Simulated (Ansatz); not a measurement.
Take Bi2SiO5 (space group Cmc2_1, No. 36; a cell from a computed database, its experimental status unchecked) as the base.

```
Bi2SiO5
1.0
    7.58446    -2.74037     0.00000
    7.58446     2.74037     0.00000
    0.00000     0.00000     5.32723
Si Bi O
2 4 10
Direct
  0.67883   0.32117   0.80042
  0.32117   0.67883   0.30042
  0.61370   0.05558   0.24481
  0.38630   0.94442   0.74481
  0.94442   0.38630   0.24481
  0.05558   0.61370   0.74481
  0.25962   0.24134   0.01515
  0.74038   0.75866   0.51515
  0.75866   0.74038   0.01515
  0.24134   0.25962   0.51515
  0.73420   0.08197   0.82458
  0.26580   0.91803   0.32458
  0.91803   0.26580   0.82458
  0.08197   0.73420   0.32458
  0.46945   0.53055   0.02849
  0.53055   0.46945   0.52849
```

Cartesian axes are those of the cell as printed.

Method: Kohn–Sham DFT with the PBEsol functional, run in Ansatz (a quantum-chemistry and plane-wave program) with PAW and 420 eV plane waves, no SOC.

For the base:

| Quantity | Value |
|---|---|
| Width of the top valence band | 0.53 eV |
| Band gap | 2.70 eV |
| Electron mass | 1.7 mₑ along k, 0.41 mₑ across (at Y) |

One thing is altered: compressive biaxial strain of 1.01 % in the plane normal to [001], as in epitaxy on a mismatched substrate; the out-of-plane cell vector and the atoms relax.

Task: Predict the new width of the top valence band, ratio −ε⊥/ε∥, band gap and electron mass.

Result: The width of the top valence band increases by 0.06 eV to 0.59 eV; the ratio −ε⊥/ε∥ is 0.44; the band gap drops by 0.065 eV (2.70 eV → 2.64 eV); the electron mass changes from 1.7 mₑ along k, 0.41 mₑ across (at Y) to 1.4 mₑ along k, 0.40 mₑ across (at Y).

Spin-orbit coupling, missing from the scalar runs, can matter with Bi. Effective masses come from finite differences of ±0.01 Å⁻¹. Along k means along the line from Γ to the band edge. Stability against distortions was not tested.
